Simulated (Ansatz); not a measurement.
# Defect calculation: V_O+N_O+N_O in metastable polar orthorhombic HfO2

Calculation: PBE, PAW (plane waves to 420 eV; Ansatz, a program for electronic structure). Cell: 96 sites, 2×2×2 repeats of a cell of 12 atoms; final energies on a 2×2×2 shifted mesh. Sites at the start: the O(1) site; O(2) 2.55 Å away; O(1) 2.83 Å away. Finite-size correction: monopole term and site-potential alignment. Dielectric constants: PBE linear response of the host. Host gap at this level: 4.36 eV. Finite-size and sampling errors can reach tenths of an eV here. PBE underestimates the host's gap, which shifts levels and can delocalise carriers. Spin–orbit coupling is left out, which matters for these heavy elements. Each state is the lowest found from its start.

Formation energies E_f are given with the Fermi level at the valence-band maximum. Chemical conditions: Hf-rich (Δμ(O) = -5.15 eV, Δμ(N) = -3.31 eV, bounded by rock-salt HfN; only phases computed here count, gases as isolated molecules at 0 K). Reference phases: N: N2 molecule in a box, O: O2 molecule in a box.

The name describes the start; the neighbours show where the atoms ended.

Charges with a result: +1, 0. Others weren't obtained, and one of them could lie lower, also by skipping a charge.

```csv
charge,moment (μB),point group,largest move off a lattice site (Å),neighbours of the last N atom of the defect at the end (Å),image correction with alignment (eV),"E_f, Hf-rich (eV)"
+1,1.0,C1,0.30,"Hf 2.10, Hf 2.16, Hf 2.23, O 2.60, O 2.66",-0.01,2.17
0,not spin-polarised,C1,0.29,"Hf 2.01, Hf 2.08, Hf 2.10, O 2.65, O 2.66",0.00,3.36
```

Point groups are those of the whole cell at tolerances of 0.03 and 0.1 Å ("near" where only the looser one holds); none is given for unsettled states.

Transition levels above the valence-band maximum: ε(+1/0) = 1.19 eV. On the lower envelope of the bound states, inside the gap: (+1/0) at 1.19 eV.

Flagged in the runs: a host whose relaxation on this sampling wasn't shown to rest, a strain field that reaches the edge of the cell.

All states together cost roughly 2.5 core-hours.
